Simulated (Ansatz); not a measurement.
Input:

```yaml
crystal:
  lattice:
    - [0.00000, 2.15722, 2.14192]
    - [2.15722, 0.00000, 2.14192]
    - [2.15722, 2.15722, 0.00000]
  atoms:
    - { symbol: Ti, position: [0.00000, 0.00000, 0.00000] }
    - { symbol: C, position: [0.50000, 0.50000, 0.50000] }
```

Method: PBEsol, DFPT electron-phonon coupling, linearised Boltzmann equation (plane waves, PAW, scalar-relativistic; Ansatz, a quantum-chemistry and plane-wave program). Condition of this run: biaxial stress xx = yy = -3 GPa (compression positive) (the target of the relaxation). How the cell was made: relaxed with this functional, without spin-orbit coupling, then loaded as said.

Task: Estimate the phonon-limited resistivity at 300 K, by direction if it differs.

Result: 12.9 μΩ·cm.

A metal at this level (no band gap). Only scattering by harmonic phonons is included (no impurities, grain boundaries, electron-electron scattering or thermal expansion). Spin-orbit coupling is left out. Halving the electron mesh (32x32x32) moves the resistivity by up to 5 % at 300 K. Smearing 0.20 eV; phonons on a 6x6x6 q mesh, which this run doesn't test.
